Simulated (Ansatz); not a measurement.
Relaxation of the outer planes of the (0001) surface of hcp Ru in its 1x1 cell, outermost plane spacing 2.15 Å in the ideal cut.

Level of theory: PBE (plane waves to 420 eV, PAW; Ansatz, a quantum-chemistry and plane-wave program).

Model: 4-atom slab, 6.4 Å thick at the start (thin: gaps and levels are the slab's own), 16x16x1 mesh, Fermi-Dirac 0.1 eV, dipole correction, all atoms relaxed; start symmetry kept, larger cells not searched; no spin, no spin-orbit, no U.

| plane | atoms | bulk spacing to the next (Å) | relaxed spacing (Å) | change (%) | rumpling (Å) |
|---|---|---|---|---|---|
| 1 | Ru | 2.147 | [?] | [?] | 0.00 |

Q: What belongs in the gaps?

A: 
- 1, relaxed spacing (Å): 2.068
- 1, change (%): -3.7
